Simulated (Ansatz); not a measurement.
Base system: Al₂Cu (space group I4/mcm, No. 140).

Space group I4/mcm (No. 140); a = b = 6.006 Å, c = 4.790 Å, α = β = γ = 90.00°

```csv
atom,site,symmetry,x,y,z
Al,8h,m.2m,0.1591,0.3409,0.0000
Cu,4a,422,0.0000,0.0000,0.2500
```
(The calculation used a cell of 6 atoms; values per cell refer to that cell.)

Method: r2SCAN (Ansatz, an electronic-structure program, PAW, scalar-relativistic without spin-orbit coupling).

Before the change:

```
Property            Value
---------------  --------
Volume per atom  14.40 Å³
c/a ratio           0.798
```

It is then changed as follows: a negative pressure, −2 GPa.

Problem. Estimate the effect on the volume per atom.

Solution. The volume per atom increases by 0.266 Å³, from 14.40 Å³ to 14.66 Å³.

Problem. What does the calculation give for the c/a ratio after the change?

Solution. The c/a ratio remains 0.798.

Load acts through the strain it causes; cell and atoms are relaxed under it. Whether these cells are dynamically stable was not tested. The final runs are not spin-polarised.
